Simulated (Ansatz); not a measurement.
## Effective masses and thermopower of Si under load (space group I4_1/amd)

Data:

```yaml
crystal:
  lattice:
    - [0.00000, 2.72341, 2.69410]
    - [2.72341, 0.00000, 2.69410]
    - [2.72341, 2.72341, 0.00000]
  atoms:
    - { symbol: Si, position: [0.25000, 0.25000, 0.25000] }
    - { symbol: Si, position: [0.00000, 0.00000, 0.00000] }
```

Method: PBEsol with spin-orbit coupling, rigid bands (plane waves, PAW; Ansatz, an electronic-structure program). Condition of this run: uniaxial stress zz = 1 GPa (compression positive) (the target of the relaxation). Geometry: cell and atoms relaxed with PBEsol, then loaded as said.

| Item | Value |
|---|---|
| band gap | 0.34 eV |
| electron conductivity mass (300 K, dilute) | 0.21 (x), 0.21 (y), 0.83 (z) mₑ |
| hole conductivity mass (300 K, dilute) | 0.35 (x), 0.35 (y), 0.34 (z) mₑ |
| effective density of states N_c (300 K) | 1.0e19 cm⁻³ |
| effective density of states N_v (300 K) | 8.2e18 cm⁻³ |
| density-of-states mass, electrons | 0.55 mₑ |
| density-of-states mass, holes | 0.47 mₑ |
| Seebeck coefficient, n-type 1e19 cm⁻³, 300 K | -254 μV/K |
| Seebeck coefficient, p-type 1e19 cm⁻³, 300 K | 285 μV/K |
| best p-type power factor at 300 K for τ = 10 fs (best axis; densities from 1e16 to 1e21 cm⁻³ tried, whether or not they can be reached) | 14.8 μW/(cm·K²) at 1e20 cm⁻³ |

Rigid bands; masses and Seebeck coefficients take one relaxation time τ for all states and one kind of carrier; polarons and phonon drag are left out.
